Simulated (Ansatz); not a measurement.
Consider Ta in the bcc (W type) structure (space group Im-3m, No. 229; a = 3.282 Å).

Perturbation: full substitution Ta → V; the structure is relaxed again.

Levels (all Ansatz, an electronic-structure program, PAW): PBEsol (420 eV, no spin-orbit coupling); r2SCAN (500 eV, scalar-relativistic without spin-orbit coupling).

The geometry is relaxed with PBEsol.

- PBEsol pressure: 0.0 GPa

Question: What does r2SCAN give at this geometry for the pressure?

Answer: The pressure goes from zero to 4.9 GPa.

Single points use the geometry relaxed with PBEsol. Their cutoffs differ, which shifts pressures a little. No phonon test of stability was made. Seeded moments were not kept for Ta → V. All final runs are without spin polarisation.
